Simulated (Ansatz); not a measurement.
Ba2Ti2N3F3 (model structure, P-4m2, No. 115, 10 atoms in the cell) was calculated with r²SCAN in Ansatz (plane waves, PAW).

Numerical settings: plane-wave cutoff 560 eV, 8×8×4 k mesh (along the axes of the cell as run), Fermi–Dirac smearing 0.01 eV, no spin polarisation, scalar-relativistic PAW data made under PBE.

Cell (relaxed with PBEsol):

```xyz
10
Lattice="4.0207 0.0000 0.0000 0.0000 4.0207 0.0000 0.0000 0.0000 8.3722" Properties=species:S:1:pos:R:3 pbc="T T T"
Ba     2.0104     2.0104     0.0000
Ti     0.0000     0.0000     6.0628
F      2.0104     0.0000     6.4164
N      0.0000     2.0104     6.2879
F      0.0000     0.0000     0.0000
Ba     2.0104     2.0104     4.1861
Ti     0.0000     0.0000     2.3094
N      2.0104     0.0000     2.0842
F      0.0000     2.0104     1.9558
N      0.0000     0.0000     4.1861
```

Task: Predict the band gap and smallest direct gap on the k points sampled.

Result: 
- band gap: 1.62 eV
- smallest direct gap on the k points sampled: 1.68 eV

Note: the relaxation could raise the start's symmetry but not lower it, so the cell can be a saddle point; cell and atoms aren't relaxed at this level (largest force component 0.04 eV/Å, pressure 2.8 GPa).

Spin–orbit coupling is not included.

Computed values are for the static lattice.

A model structure was made by putting elements into a prototype or built by hand; it is no filed structure, need not be a known phase, and can be a saddle point held by its symmetry.

Ansatz is a first-principles code.
